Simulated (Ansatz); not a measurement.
AgCl, pressure series

The reference is AgCl in the rock salt structure (space group Fm-3m, No. 225).

```
CELL_PARAMETERS angstrom
      0.00000     2.77252     2.77252
      2.77252     0.00000     2.77252
      2.77252     2.77252     0.00000
ATOMIC_POSITIONS crystal
  Cl 0.00000 0.00000 0.00000
  Ag 0.50000 0.50000 0.50000
```

Cell and atoms are relaxed at each pressure.

All numbers come from r2SCAN (Ansatz, a quantum-chemistry and plane-wave program, PAW, no spin-orbit coupling).

Candidates:
(a) pressure 9 GPa
(b) pressure 4.2 GPa
(c) pressure 30 GPa

Before the change:

* **Band gap**: 1.48 eV

**Question.** Order them by band gap, lowest first.

**Answer.** (b) pressure 4.2 GPa (1.49 eV), (a) pressure 9 GPa (1.51 eV), (c) pressure 30 GPa (1.70 eV)

Load acts through the strain it causes; cell and atoms are relaxed under it. Whether these cells are dynamically stable was not tested. Competing high-pressure phases were not computed.
